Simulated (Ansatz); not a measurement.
The reference is TiO2 in the anatase structure (space group I4_1/amd, No. 141; a = 3.7393 Å, c = 9.4551 Å).

One thing is altered: an isotropic linear strain of −1.80 %, atoms relaxed at fixed cell.

The values are results of LDA (Ansatz, a quantum-chemistry and plane-wave program; PAW; 420 eV plane waves; no SOC), not measurements.

Base, band edges from the VBM (valence, conduction): M -0.12, 2.47; G -0.09, 3.39; R -0.09, 3.39; X -0.05, 3.42; Γ -0.51, 2.08; S₀ -0.80, 3.28; S -0.80, 3.28; N -0.66, 3.30; P -0.27, 3.68 eV.

Question: Give the band edges at the high-symmetry points of the new zone, measured from its valence-band maximum.

Answer: 
```csv
point,valence edge (eV),conduction edge (eV)
Γ,-0.62,2.12
X,-0.04,3.65
P,-0.26,3.91
N,-0.72,3.48
M,-0.15,2.55
S,-0.80,3.42
S₀,-0.80,3.42
R,-0.09,3.61
G,-0.09,3.61
```

The gap is 2.12 eV, indirect, Γ–X (88 % along) → Γ.

Stability against distortions was not tested. All final runs are without spin polarisation.
